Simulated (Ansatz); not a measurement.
GeSiC2 (model structure, started from the AlGaN2 type, P-4m2, No. 115, 4 atoms in the cell), treated with HSE06+SOC (Ansatz, a program for electronic structure, plane waves, PAW).

Run with plane-wave cutoff 460 eV, 8×8×6 k mesh (along the axes of the cell as run), Fermi–Dirac smearing 0.01 eV, PAW data made under PBE.

Cell (relaxed with PBEsol):

C2GeSi has the tetragonal space group P-4m2 (No. 115), Pearson symbol tP4. Conventional cell: a = 3.1558 Å, b = 3.1558 Å, c = 4.4531 Å, α = 90.00°, β = 90.00°, γ = 90.00°. Ge on 1c sees 4 C at 1.967 Å (tetrahedral). Si on 1a has 4 C at 1.897 Å (tetrahedral). C on 2g sees 2 Si at 1.897 Å and 2 Ge at 1.967 Å (tetrahedral). (Neighbours: up to the widest gap in distance over summed covalent radii, below 1.35, at either atom.)

Q: Estimate the band gap and smallest direct gap on the k points sampled that the calculation returns.

A: 
band gap: 2.28 eV (indirect)
smallest direct gap on the k points sampled: 2.61 eV

Note: the relaxation could raise the start's symmetry but not lower it, so the cell can be a saddle point; cell and atoms aren't relaxed at this level (largest force component 0.03 eV/Å, pressure -0.8 GPa).

A model structure was made by putting elements into a prototype or built by hand; it is no filed structure, need not be a known phase, and can be a saddle point held by its symmetry.
